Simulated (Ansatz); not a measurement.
System: ScSiCN (model structure, started from the AlSiCN type, P3m1, No. 156, 4 atoms in the cell). Method: LDA (Ansatz, a program for electronic structure, plane waves, PAW).

Numerical settings: plane-wave cutoff 520 eV, 12×12×8 k mesh (along the axes of the cell as run), Fermi–Dirac smearing 0.01 eV, scalar-relativistic PAW data made under PBE.

Cell (relaxed with PBEsol):

```yaml
crystal:
  lattice:
    - [3.29410, 0.00000, 0.00000]
    - [-1.64705, 2.85278, 0.00000]
    - [0.00000, 0.00000, 5.16350]
  atoms:
    - { symbol: Sc, position: [0.33333, 0.66667, 0.52475] }
    - { symbol: Si, position: [0.66667, 0.33333, 0.99491] }
    - { symbol: C, position: [0.33333, 0.66667, 0.08178] }
    - { symbol: N, position: [0.66667, 0.33333, 0.64855] }
```

What does this level give for the band gap, smallest direct gap on the k points sampled and Γ–Γ gap?


- band gap = 1.81 eV (indirect)
- smallest direct gap on the k points sampled = 1.85 eV
- Γ–Γ gap = 3.91 eV

Note: the relaxation could raise the start's symmetry but not lower it, so the cell can be a saddle point; cell and atoms aren't relaxed at this level (largest force component 0.09 eV/Å, pressure -4.2 GPa).

The computed numbers hold no vibrational or temperature effects.

The result took about 30 core-seconds (a rough figure).

A model structure was made by putting elements into a prototype or built by hand; it is no filed structure, need not be a known phase, and can be a saddle point held by its symmetry.
